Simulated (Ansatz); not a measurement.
The starting structures come from a database of crystals and need not be the phases stable at ambient conditions.

 Where the default PAW files enter, the runs use the earlier of Ansatz's two default sets.

Here is the system:

```
CELL_PARAMETERS angstrom
      5.06907     0.00000     0.00000
     -2.53454     4.38994     0.00000
      0.00000     0.00000     8.55849
ATOMIC_POSITIONS crystal
  Si 0.66667 0.33333 0.93713
  Si 0.33333 0.66667 0.43713
  Si 0.66667 0.33333 0.56287
  Si 0.33333 0.66667 0.06287
  O  0.57874 0.57874 0.00000
  O  0.00000 0.57874 0.50000
  O  0.42126 0.00000 0.00000
  O  0.42126 0.42126 0.50000
  O  0.00000 0.42126 0.00000
  O  0.57874 0.00000 0.50000
  O  0.66667 0.33333 0.75000
  O  0.33333 0.66667 0.25000
```

Space group of this cell: P6_322. The cell is taken as given.

The current runs along the normal of the first two printed vectors, the (001) plane. All runs by Ansatz (a quantum-chemistry and plane-wave program), plane waves and PAW, without spin-orbit coupling; the base is r2SCAN.

```tsv
run	mean pressure (GPa)	gap (eV)	mid-gap κ (1/Å)
base	0.1	6.18	0.518
all lengths scaled by 0.98	11.3	6.35	0.539
all lengths scaled by 1.02	-8.5	?	?
lda in place of r2scan	-1.3	5.39	0.490
lengths across the current scaled by 0.98, ions clamped	7.3	6.30	0.523
lengths across the current scaled by 1.02, ions clamped	-5.8	6.01	0.512
lengths along the current scaled by 0.97, ions clamped	5.7	6.25	0.541
lengths along the current scaled by 1.03, ions clamped	-4.4	?	?
pbesol in place of r2scan	2.1	?	?
```

### Question
Complete the blanks.

### Answer

- all lengths scaled by 1.02, gap (eV): 5.92
- all lengths scaled by 1.02, mid-gap κ (1/Å): 0.493
- lengths along the current scaled by 1.03, ions clamped, gap (eV): 6.04
- lengths along the current scaled by 1.03, ions clamped, mid-gap κ (1/Å): 0.489
- pbesol in place of r2scan, gap (eV): 5.60
- pbesol in place of r2scan, mid-gap κ (1/Å): 0.494
